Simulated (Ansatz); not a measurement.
# What uniaxial strain ε_yy = −2.44 % does to Au

Base system: Au in the fcc (Cu type) structure (space group Fm-3m, No. 225; a = 4.083 Å; relaxed with 0.1 eV smearing). Axes: x, y, z lie along the cube axes.

Modification: uniaxial strain ε_yy = −2.44 %, all other strain components held at zero; the atoms relax in the strained cell.

Level of theory: PBEsol/PAW in Ansatz (a quantum-chemistry and plane-wave program), no spin-orbit coupling, earlier PAW set. Γ-centred 28×28×28 mesh, Fermi–Dirac width 0.1 eV.

The volume per atom drops by 0.42 Å³ (17.02 Å³ → 16.60 Å³) and the space group becomes I4/mmm (No. 139) (base: Fm-3m (No. 225)). The shortest interatomic distance shrinks by 0.035 Å to 2.852 Å and the energy rises by 6.5 meV/atom. The pressure (mean of the normal stresses, compression positive) goes from zero to 4.7 GPa and the band gap stays zero. The stress (xx, yy, zz, yz, xz, xy; compression positive) is (4.4, 5.2, 4.4, 0.0, 0.0, 0.0) GPa.

No phonon test of stability was made.
